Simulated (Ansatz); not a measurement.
Start from Hf in the hcp (Mg type) structure (space group P6_3/mmc, No. 194; a = 3.1591 Å, c = 4.9999 Å).

The values are results of PBEsol (Ansatz, a quantum-chemistry and plane-wave program), scalar-relativistic without spin-orbit coupling, not measurements.

For the base:

| Item | Result |
|---|---|
| Pressure | 0.0 GPa |
| Band gap | zero |

The change: an isotropic linear strain of −1.98 %, atoms relaxed at fixed cell.

Task: What does the calculation give for the pressure, energy relative to the base and band gap after the change?

Result: The pressure (mean of the normal stresses, compression positive) goes from zero to 7.5 GPa; the energy rises by 28 meV/atom; the band gap stays zero.

Stability against distortions was not tested. All final runs are without spin polarisation.
